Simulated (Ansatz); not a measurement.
Structure of amorphous In$_{38}$O$_{57}$H (periodic cell):

```
In38HO57
1.0
   11.18326     0.00000     0.00000
    0.00000    11.18326     0.00000
    0.00000     0.00000    11.18326
In O H
38 57 1
Direct
  0.87156   0.47582   0.34050
  0.26941   0.35213   0.86626
  0.53284   0.47332   0.81964
  0.85436   0.20836   0.16359
  0.88170   0.68941   0.55235
  0.25504   0.10255   0.04608
  0.31517   0.10999   0.44749
  0.01598   0.86311   0.79882
  0.79875   0.35207   0.63114
  0.35152   0.85791   0.19522
  0.58416   0.67621   0.14178
  0.42124   0.39498   0.11041
  0.17731   0.31986   0.31353
  0.05989   0.02220   0.23826
  0.54815   0.09737   0.20805
  0.56593   0.35090   0.37330
  0.01041   0.45168   0.77206
  0.06742   0.48764   0.06546
  0.20848   0.82557   0.48867
  0.74553   0.95721   0.71795
  0.53238   0.89835   0.44290
  0.77381   0.43835   0.01493
  0.31685   0.68216   0.89985
  0.32492   0.43986   0.59126
  0.78529   0.68354   0.86739
  0.82249   0.93476   0.02847
  0.06616   0.77078   0.09166
  0.14491   0.58993   0.32150
  0.98730   0.17582   0.88502
  0.27049   0.97240   0.75700
  0.53400   0.92303   0.95281
  0.74495   0.13809   0.42303
  0.51241   0.74107   0.68818
  0.65652   0.20293   0.91193
  0.80188   0.82465   0.30677
  0.98386   0.01798   0.51640
  0.43809   0.61626   0.39424
  0.51307   0.18919   0.66451
  0.91094   0.53165   0.91438
  0.42440   0.86092   0.81233
  0.69704   0.85861   0.88432
  0.27361   0.55378   0.45218
  0.63152   0.85731   0.59753
  0.76039   0.35171   0.44510
  0.17711   0.10277   0.86999
  0.42359   0.00977   0.08559
  0.86541   0.78225   0.71423
  0.39452   0.60315   0.73563
  0.69049   0.22099   0.25312
  0.71142   0.81653   0.14454
  0.40829   0.33405   0.72986
  0.68501   0.59827   0.00817
  0.36855   0.06399   0.62318
  0.44878   0.26298   0.24956
  0.66234   0.05861   0.04515
  0.00667   0.61640   0.19644
  0.94604   0.87938   0.19624
  0.93319   0.79261   0.95796
  0.11041   0.93114   0.63720
  0.22449   0.45164   0.18862
  0.26905   0.28485   0.47151
  0.67105   0.97956   0.34096
  0.51862   0.51511   0.23597
  0.50508   0.76307   0.29970
  0.79582   0.64098   0.38764
  0.95851   0.08562   0.07021
  0.92749   0.12529   0.34409
  0.23153   0.75964   0.30793
  0.89380   0.51739   0.63367
  0.56266   0.18649   0.48459
  0.39457   0.78477   0.52632
  0.18657   0.92675   0.11683
  0.15332   0.00090   0.41458
  0.18815   0.45243   0.72450
  0.08849   0.34738   0.93883
  0.89788   0.01291   0.83383
  0.88562   0.39757   0.16723
  0.35450   0.25188   0.99791
  0.59573   0.07273   0.79123
  0.90146   0.85785   0.46170
  0.43835   0.76097   0.04618
  0.07849   0.68216   0.51419
  0.38188   0.49644   0.94962
  0.65126   0.31957   0.74104
  0.94602   0.28048   0.72685
  0.04604   0.43425   0.38599
  0.82584   0.25970   0.96986
  0.19108   0.82097   0.83987
  0.82134   0.08700   0.58904
  0.16764   0.63827   0.00630
  0.64434   0.61387   0.75535
  0.59286   0.36472   0.98562
  0.17697   0.16699   0.20966
  0.41291   0.99973   0.33244
  0.50157   0.47394   0.50193
  0.11953   0.61595   0.55422
```

All values below come from PBE, scalar-relativistic without spin-orbit coupling (plane waves to 420 eV, PAW; Ansatz, a program for electronic structure). Neutral PBE cell, which sets geometry, pressure and energy: sampling: a 2×2×2 Γ-centred mesh; Fermi-Dirac width 0.02 eV; collinear spin, started from a total moment of 1 μB. The usual formal charges leave 1 electrons over, so the level spacing at the Fermi energy parts defect or band states and needn't be the band gap.

The cell was melted and quenched by ab initio molecular dynamics and then relaxed. It is a model cell: composition and starting density were chosen by hand, and all elements were melted together. No dispersion term was used. Its density started from a set value of 6.26 and ended at 6.26 g/cm³. The simulated quench (nominally 200 K/ps over its main leg) is rapid and tends to freeze in more defects than a deposited or slowly cooled glass has. A cell of this size samples the disorder only roughly. The volume was held where the preparation left it.

Question: Give the pressure, the energy against reference phases and the spacing of the highest filled and lowest empty levels.

Answer: 
```yaml
Pressure on a 2×2×2 Γ-centred mesh: -0.46 GPa
Largest force and stress component on that mesh (the relaxation ran on the zone centre alone): 0.06 eV/Å and 0.7 GPa
Energy relative to bixbyite In2O3 + H2 gas (lowest mix at this level among the phases computed, not always the ambient ones): 0.157 eV/atom
Level spacing at the Fermi energy on a 2×2×2 Γ-centred mesh (PBE): within the smearing (under twice its width)
net_moment: 0.00 μB
```

The spare electrons fill defect levels or the bottom of the conduction band, and the levels at the Fermi energy are partly filled.

Bonds are counted up to In-In 3.12 Å, In-O 2.70 Å, In-H 2.08 Å, O-O 1.58 Å, O-H 1.16 Å, H-H 0.90 Å. Two cations that share two anions don't count as bonded, nor two that share one unless they lie closer than In-In 3.04 Å.
